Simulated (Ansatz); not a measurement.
Functionals compared on the (10-11) surface of hcp Mg in its 1x1 cell, outermost plane spacing 0.41 Å in the ideal cut, in Ansatz (plane waves, PAW). The structure was relaxed with PBE; the other rows are single points on it, each with its references at the same level. Cutoff 420 eV (500 eV for r2SCAN).

Set-up: 10 atoms, 10.2 Å thick at the start (thin: gaps and levels are the slab's own); mesh 12x7x1; 0.1 eV smearing; dipole correction on; all atoms relaxed; held to the part of the start's symmetry that mesh and held atoms allow; no spin, no spin-orbit, no U. These notes are the PBE run's.

```tsv
functional	surface energy (J/m²)	work function of the top face (eV)	rough cost of the single point
PBE	0.66	3.72	–
LDA	0.75	3.85	roughly 80 core-seconds
PBEsol	0.73	3.76	around 80 core-seconds (rough)
RPBE	0.60	3.66	very roughly 80 core-seconds
r2SCAN	…	…	roughly 2.6 core-minutes
```

**Question.** Fill in the missing entries.

**Answer.** 
- r2SCAN, surface energy (J/m²): 0.73
- r2SCAN, work function of the top face (eV): 3.80

Ansatz is an electronic-structure program.
